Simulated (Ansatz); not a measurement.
Band structure of YCo4Si (P-6m2, 6 atoms in the cell).

```yaml
crystal:
  lattice:
    - [5.07588, 0.00000, 0.00000]
    - [-2.53794, 4.39584, 0.00000]
    - [0.00000, 0.00000, 3.71864]
  atoms:
    - { symbol: Y, position: [0.66667, 0.33333, 0.00000] }
    - { symbol: Co, position: [0.33333, 0.66667, 0.00000], spin: 3.0 }
    - { symbol: Co, position: [0.66668, 0.83334, 0.50000], spin: 3.0 }
    - { symbol: Co, position: [0.16666, 0.33332, 0.50000], spin: 3.0 }
    - { symbol: Co, position: [0.16666, 0.83334, 0.50000], spin: 3.0 }
    - { symbol: Si, position: [0.00000, 0.00000, 0.00000] }
```
(The spins are starting values, not results.)

Method: LDA (PW92), PAW files made with PBE (plane waves; Ansatz, a quantum-chemistry and plane-wave program).

Settings: basis.ecutwfc = 420 eV; kpoints.mp_grid.grid = 5 5 6; hamiltonian.xc = lda; hamiltonian.pseudopotentials = {kind: paw} (the program's default PAW files); magnetization.spin_polarized = true; scf.occupations.method = fermi_dirac; scf.occupations.width = 0.1 eV; kpoints.band_path.npoints = 8.

The starting cell comes from a database of computed structures (which also holds hypothetical and non-ambient phases and stackings), without a prior relaxation at this level. The magnetic order is the one reached from the typed start; others were not searched systematically.

Levels in eV from the Fermi level, bands 40 to 47 of the first spin channel:
```json
[
 {"point": "Γ", "40": "-0.64", "41": "-0.64", "42": "0.04", "43": "0.54", "44": "0.56", "45": "0.56", "46": "1.47", "47": "1.47"},
 {"point": "M", "40": "-0.97", "41": "-0.92", "42": "-0.59", "43": "-0.46", "44": "0.69", "45": "1.37", "46": "1.77", "47": "1.88"},
 {"point": "K", "40": "-1.06", "41": "-0.96", "42": "-0.57", "43": "-0.43", "44": "0.82", "45": "1.22", "46": "2.21", "47": "2.44"},
 {"point": "A", "40": "-0.84", "41": "-0.84", "42": "-0.61", "43": "-0.61", "44": "-0.39", "45": "0.04", "46": "0.46", "47": "0.46"},
 {"point": "L", "40": "-1.04", "41": "-1.01", "42": "-0.83", "43": "-0.35", "44": "-0.26", "45": "0.45", "46": "1.35", "47": "2.00"},
 {"point": "H", "40": "-1.17", "41": "-0.88", "42": "-0.50", "43": "-0.45", "44": "-0.39", "45": "0.06", "46": "0.93", "47": "2.40"}
]
```

Bands cross the Fermi level along this path, so the cell is metallic at this level.

The net moment of the cell came out as 3.48 μB.

Keys are those of Ansatz 0.2.
